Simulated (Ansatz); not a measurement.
Base system: CdTe in the wurtzite structure (space group P6_3mc, No. 186; a = 4.5829 Å, c = 7.5160 Å; a cell from a computed database, its experimental status unchecked). Axes: x lies along a and z along c of the hexagonal cell.

Now apply this change: strain tensor (xx, yy, zz, yz, xz, xy) = (−0.40, +0.13, −1.00, −0.20, −0.92, +0.47) %, atoms relaxed at fixed cell.

Levels (all Ansatz, an electronic-structure program, PAW): PBEsol (420 eV, no SOC); r2SCAN (500 eV, no spin-orbit coupling); HSE06 (420 eV, no spin-orbit coupling).

One geometry, relaxed with PBEsol, under each level:

```tsv
level	band gap	lowest conduction level above the VBM at special points	electron mass	pressure
PBEsol	0.71 eV	Γ 0.71 eV; X 1.92 eV; R₂ 2.13 eV; U₂ 2.14 eV	0.058 mₑ along z, 0.063 mₑ across (at Γ)	0.54 GPa
r2SCAN	1.35 eV	Γ 1.35 eV; X 2.44 eV; R₂ 2.56 eV; U₂ 2.58 eV	0.092 mₑ along z, 0.10 mₑ across (at Γ)	1.99 GPa
HSE06	1.69 eV	Γ 1.69 eV; X 2.84 eV; R₂ 2.98 eV	–	–
```

Single points use the geometry relaxed with PBEsol. Their cutoffs differ, which shifts pressures a little. With Te present, leaving out spin-orbit coupling can change the band edges. Effective masses come from finite differences of ±0.01 Å⁻¹. Whether these cells are dynamically stable was not tested. The base started in Cmc2_1 and relaxed to P6_3mc at this level. This is not the structure that CdTe has at room temperature and ambient pressure. k-point labels follow each cell's own Brillouin zone.
